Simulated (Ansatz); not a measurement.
Input and output of a relaxation of cell and atoms for Nb (Im-3m, 1 atom in the cell) (Ansatz, a quantum-chemistry and plane-wave program).

Method: PBE, PAW files (plane waves; Ansatz).

The change in words: atoms on their sites; basis.ecutwfc: 420 eV → 355 eV; relax: default → cell and atoms. Reference geometry:
```
CELL_PARAMETERS angstrom
     -1.65825     1.65825     1.65825
      1.65825    -1.65825     1.65825
      1.65825     1.65825    -1.65825
ATOMIC_POSITIONS crystal
  Nb 0.00000 0.00000 0.00000
```

Reference input (self-consistent single point, DFT, PBE, plane waves, PAW files): basis.ecutwfc = 420 eV; kpoints.mp_grid.grid = 14 14 14; hamiltonian.xc = pbe; hamiltonian.pseudopotentials = {kind: paw} (the program's default PAW files); scf.occupations.method = fermi_dirac; scf.occupations.width = 0.1 eV. This run's input differs from it in these lines:

Ansatz 0.2 input:
```diff
@@ -8,3 +8,3 @@
 basis:
-  ecutwfc: 420.0
+  ecutwfc: 355.0
 kpoints:
@@ -16,2 +16,4 @@
   occupations: { method: fermi_dirac, width: 0.1 }
+relax:
+  cell: {}
 output:
```

Output, abridged:

```
   [... SCF lines of the steps left out ...]
relax step   1: F+E_penalty+E_count = -4552.33649835 eV  Δ(F+E_penalty+E_count) = +0.000e0 eV  max|allowed force component| = 0.000e0 eV/Å  Δτ_max = 0.0000 Å  P = -0.528 GPa  Ω = 18.239 Å³  (6 SCF iters, dr2 threshold 1.00e-7 eV, accepted)
relax step   2: F+E_penalty+E_count = -4552.33622124 eV  Δ(F+E_penalty+E_count) = +2.771e-4 eV  max|allowed force component| = 0.000e0 eV/Å  Δτ_max = 0.0000 Å  P = +1.253 GPa  Ω = 18.050 Å³  energy of the carried Pulay correction = +1.442e-4 eV  (4 [...]
relax step   3: F+E_penalty+E_count = -4552.33663556 eV  Δ(F+E_penalty+E_count) = -1.372e-4 eV  max|allowed force component| = 0.000e0 eV/Å  Δτ_max = 0.0000 Å  P = -0.005 GPa  Ω = 18.183 Å³  energy of the carried Pulay correction = +4.287e-5 eV  (6 [...]
relax step   4: F+E_penalty+E_count = -4552.33660396 eV  Δ(F+E_penalty+E_count) = +3.160e-5 eV  max|allowed force component| = 0.000e0 eV/Å  Δτ_max = 0.0000 Å  P = -0.008 GPa  Ω = 18.183 Å³  stress off target by 8.40e-3 GPa  SCF on the basis [...]
basis re-selected at this cell: Δ(F+E_penalty+E_count) = +3.160e-5 eV, ΔP = -0.004 GPa vs the last step
Stability not checked: this state was not tested for a lower state beside it, because too few of the mixer's solves of this state at the end of the SCF gave a …
Free energy (F): -4552.336604 eV
Internal energy: -4552.285277 eV  (E = F + TS)
E sigma→0 (E₀):  -4552.310941 eV
Entropy (-TS):   -0.051327 eV (-51.327 meV/atom)
Fermi energy:    17.621308 eV
--- Forces (eV/Å), atoms counted from 1 ---
  atom   1  Nb     0.00000000    -0.00000000    -0.00000000
   [... lines left out ...]
to start a new deck from the relaxed geometry:
  cell:  # Å, volume = 18.1828 Å³
    - [-1.6565330845744974, 1.6565330845744974, 1.6565330845744974]
    - [1.6565330845744974, -1.6565330845744974, 1.6565330845744974]
    - [1.6565330845744974, 1.6565330845744974, -1.6565330845744974]
  atoms:
    - { symbol: Nb, position: [0.0, 0.0, 0.0] }
```

The run converged. 

Summary of the result:
| Quantity | Result |
|---|---|
| Free energy E − TS (on the zero of these files) | -4552.3366 eV |
| Fermi level (on the code's own zero) | 17.62 eV |
| Pressure | -0.01 GPa |
| Final cell | a = b = c = 2.8692 Å, α = β = γ = 109.47° |
| Final volume per atom | 18.18 Å³ |
| Relaxation steps | 4 |

The starting cell has typed, rounded lattice constants, without a prior relaxation at this level. Its lattice was rescaled by up to half a per cent. Spin polarisation is off. The relaxation keeps the symmetry of its start, so its end need not be a minimum. Ansatz's pressure includes its estimate of the finite-basis (Pulay) stress. The cutoff lies below the one recommended for these files.
